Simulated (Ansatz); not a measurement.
We consider Ta2O5 (C2/m, No. 12, 7 atoms in the cell; start mp-1218141), described by r²SCAN (PAW; Ansatz, a quantum-chemistry and plane-wave program).

Settings: plane-wave cutoff 560 eV, 10×10×4 k mesh (along the axes of the cell as run), Fermi–Dirac smearing 0.01 eV, scalar-relativistic PAW data made under PBE.

Cell (relaxed at this level):

```
Ta2O5
1.0
    3.82635     0.00483    -0.27452
   -0.00359     3.87852     0.01800
   -1.44803    -0.07303     6.61856
Ta O
2 5
Cartesian
  1.73344   0.04153   6.73815
  1.45850   3.73259   2.97150
  1.73467   1.89711   6.78825
  1.45717   1.87699   2.92137
  1.30486  -0.00091   0.76481
  3.33506   3.84804   2.32628
  1.59777  -0.05220   4.84582
```

Predict the band gap, Γ–Γ gap and bulk modulus.


* **band gap**: 2.84 eV (on the SCF k mesh)
* **Γ–Γ gap**: 3.63 eV
* **bulk modulus**: 214 GPa

Note: the relaxation could not lower the start's symmetry, so the cell can be a saddle point above a distorted one; the bulk modulus is −V dP/dV from two relaxed cells at ±2 % in volume.

Spin–orbit coupling is not included.

The computed numbers hold no vibrational or temperature effects.

A start named mp-… is a Materials Project structure, which need not be a measured phase.
